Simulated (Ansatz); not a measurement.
ZnS (R3m, No. 160, 36 atoms in the cell; start mp-1200568; a measured phase of this formula has another space group), treated with LDA in Ansatz (plane waves, PAW).

Run with plane-wave cutoff 520 eV, 8×8×8 k mesh, Fermi–Dirac smearing 0.01 eV, scalar-relativistic PAW data made under PBE.

Cell (relaxed at this level):

```xyz
36
Lattice="1.8713 1.0804 55.1185 -1.8713 1.0804 55.1185 0.0000 -2.1608 55.1185" Properties=species:S:1:pos:R:3 pbc="T T T"
Zn     0.0000     0.0000    -0.0065
Zn     0.0000     0.0000   156.1691
Zn     0.0000     0.0000   146.9827
Zn     0.0000     0.0000   137.8005
Zn     0.0000     0.0000   131.6718
Zn     0.0000     0.0000   119.4235
Zn     0.0000     0.0000   107.1727
Zn     0.0000     0.0000    94.9274
Zn     0.0000     0.0000    88.7987
Zn     0.0000     0.0000    79.6188
Zn     0.0000     0.0000    70.4324
Zn     0.0000     0.0000    58.1776
Zn     0.0000     0.0000    48.9953
Zn     0.0000     0.0000    42.8665
Zn     0.0000     0.0000    30.6223
Zn     0.0000     0.0000    18.3772
Zn     0.0000     0.0000    12.2485
Zn     0.0000     0.0000     6.1211
S      0.0000     0.0000   163.0571
S      0.0000     0.0000   153.8712
S      0.0000     0.0000   144.6849
S      0.0000     0.0000   135.5078
S      0.0000     0.0000   129.3799
S      0.0000     0.0000   117.1257
S      0.0000     0.0000   104.8796
S      0.0000     0.0000    92.6347
S      0.0000     0.0000    86.5067
S      0.0000     0.0000    77.3209
S      0.0000     0.0000    68.1345
S      0.0000     0.0000    55.8797
S      0.0000     0.0000    46.7025
S      0.0000     0.0000    40.5746
S      0.0000     0.0000    28.3293
S      0.0000     0.0000    16.0844
S      0.0000     0.0000     9.9569
S      0.0000     0.0000     3.8295
```

Question: Give the computed band gap.

Answer: 
band gap: 2.15 eV (on the SCF k mesh)

Note: the relaxation could not lower the start's symmetry, so the cell can be a saddle point above a distorted one.

Computed values are for the static lattice.

A start named mp-… is a Materials Project structure, which need not be a measured phase.

Ansatz is an electronic-structure program.
